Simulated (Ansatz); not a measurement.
Effect of pressure −1 GPa on GaN

Base system: GaN in the wurtzite structure (space group P6_3mc, No. 186; a = 3.1831 Å, c = 5.1836 Å).

Now apply this change: hydrostatic tension (pressure −1 GPa).

Computed with r2SCAN/PAW in Ansatz (a first-principles code), no spin-orbit coupling. Γ-centred 12×12×7 mesh, Fermi–Dirac width 0.05 eV.

The volume per atom rises by 0.06 Å³ (11.37 Å³ → 11.43 Å³) and the lattice parameter a grows by 0.0054 Å to 3.189 Å. The c/a ratio remains 1.628 and the shortest interatomic distance grows by 0.003 Å to 1.949 Å. The enthalpy H = E + PV relative to the base's energy comes out as -0.07 eV/atom and the band gap drops by 0.036 eV to 2.32 eV. The gap character stays direct at Γ and the width of the top valence band hardly moves (2.85 eV against 2.83 eV). The electron mass stays 0.17 mₑ along c, 0.19 mₑ across (at Γ) and the valence-band top at Γ (three highest levels, from the VBM) remains 0.00, 0.00, -0.04 eV.

Final structure:

```xyz
4
Lattice="3.1886 0.0000 0.0000 -1.5943 2.7614 0.0000 0.0000 0.0000 5.1924" Properties=species:S:1:pos:R:3 pbc="T T T"
Ga     1.5943     0.9205     0.0052
Ga     0.0000     1.8409     2.6014
N      1.5943     0.9205     3.2412
N      0.0000     1.8409     0.6449
```

Load acts through the strain it causes; cell and atoms are relaxed under it. Effective masses come from finite differences of ±0.01 Å⁻¹. No phonon test of stability was made.
